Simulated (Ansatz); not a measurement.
The starting structures come from a database of crystals and need not be the phases stable at ambient conditions.

Tunnelling through a barrier is set by its complex band structure: the current falls as exp(−2κd) with the smallest κ.

Consider the following.

```yaml
crystal:
  lattice:
    - [6.86735, 0.00000, 0.00000]
    - [0.00000, 8.03572, 0.00000]
    - [3.43367, -4.01786, 4.01786]
  atoms:
    - { symbol: Tl, position: [0.25000, 0.00000, 0.00000] }
    - { symbol: Tl, position: [0.75000, 0.00000, 0.00000] }
    - { symbol: In, position: [0.25000, 0.50000, 0.00000] }
    - { symbol: In, position: [0.75000, 0.50000, 0.00000] }
    - { symbol: Se, position: [0.17599, 0.50000, 0.64802] }
    - { symbol: Se, position: [0.82401, 0.50000, 0.35198] }
    - { symbol: Se, position: [0.67599, 0.14802, 0.64802] }
    - { symbol: Se, position: [0.32401, 0.85198, 0.35198] }
```

Space group of this cell: I4/mcm. The cell was relaxed by PBE-D3(BJ); by PBEsol its mean pressure is -0.9 GPa.

Transport runs along the normal of the first two printed cell vectors, the (100) plane of the conventional cell.

The gap is the functional's own, uncorrected, and κ follows it; spin-orbit coupling is left out. Mid-gap values are interpolated between the computed energies.

Q: Compute, with PBEsol (Ansatz, a program for electronic structure), the band gap and the smallest decay constant κ at mid-gap.

A: Gap 0.46 eV on a 8×8×8 mesh; κ = 0.125 1/Å, at the zone centre.
